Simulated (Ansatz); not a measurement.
# Carrier properties of Si under load (space group P6_3/mmc)

Here is the system:

```yaml
crystal:
  lattice:
    - [3.85989, 0.00000, 0.00000]
    - [-1.92994, 3.34276, 0.00000]
    - [0.00000, 0.00000, 6.30308]
  atoms:
    - { symbol: Si, position: [0.33333, 0.66667, 0.06215] }
    - { symbol: Si, position: [0.66667, 0.33333, 0.93785] }
    - { symbol: Si, position: [0.66667, 0.33333, 0.56215] }
    - { symbol: Si, position: [0.33333, 0.66667, 0.43785] }
```

Method: PBEsol with spin-orbit coupling, rigid bands (plane waves, PAW; Ansatz, a quantum-chemistry and plane-wave program). Condition of this run: biaxial stress xx = yy = -2 GPa (compression positive) (the target of the relaxation). Cell: cell and atoms relaxed with PBEsol, then loaded as said.

| Item | Value |
|---|---|
| band gap | 0.27 eV |
| electron conductivity mass (300 K, dilute) | 0.20 (x), 0.20 (y), 1.13 (z) mₑ |
| hole conductivity mass (300 K, dilute) | 0.41 (x), 0.41 (y), 0.58 (z) mₑ |
| effective density of states N_c (300 K) | 2.7e19 cm⁻³ |
| effective density of states N_v (300 K) | 8.5e18 cm⁻³ |
| density-of-states mass, electrons | 1.06 mₑ |
| density-of-states mass, holes | 0.48 mₑ |
| Seebeck coefficient, n-type 1e19 cm⁻³, 300 K | -304 μV/K |
| Seebeck coefficient, p-type 1e19 cm⁻³, 300 K | 244 μV/K |
| best p-type power factor at 300 K for τ = 10 fs (best axis; densities from 1e16 to 1e21 cm⁻³ tried, whether or not they can be reached) | 5.6 μW/(cm·K²) at 3e19 cm⁻³ |

Rigid bands; masses and Seebeck coefficients take one relaxation time τ for all states and one kind of carrier; polarons and phonon drag are left out.
